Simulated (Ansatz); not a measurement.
Consider GaN in the zinc blende structure (space group F-43m, No. 216; a = 4.455 Å).

Now apply this change: a hydrostatic pressure of 4.5 GPa.

Calculations: LDA (Ansatz, an electronic-structure program, PAW, no spin-orbit coupling).

Base, band edges from the VBM (valence, conduction): X -2.86, 3.27; W -3.86, 6.19; L -1.03, 4.77; Γ 0.00, 1.96; K -2.30, 4.94; U -2.30, 4.94 eV.

Give the band edges at the high-symmetry points of the new zone, measured from its valence-band maximum.


| point | valence edge (eV) | conduction edge (eV) |
|---|---|---|
| Γ | 0.00 | 2.09 |
| X | -2.94 | 3.27 |
| U | -2.36 | 4.98 |
| K | -2.36 | 4.98 |
| L | -1.05 | 4.92 |
| W | -3.97 | 6.23 |

The gap is 2.09 eV, direct at Γ.

Load acts through the strain it causes; cell and atoms are relaxed under it. Whether these cells are dynamically stable was not tested. Tetrahedral semiconductors of this kind turn to denser phases somewhere between about 1 and 50 GPa; those were not computed, so compressed cells here can lie past the real transition. This is not the structure that GaN has at room temperature and ambient pressure.
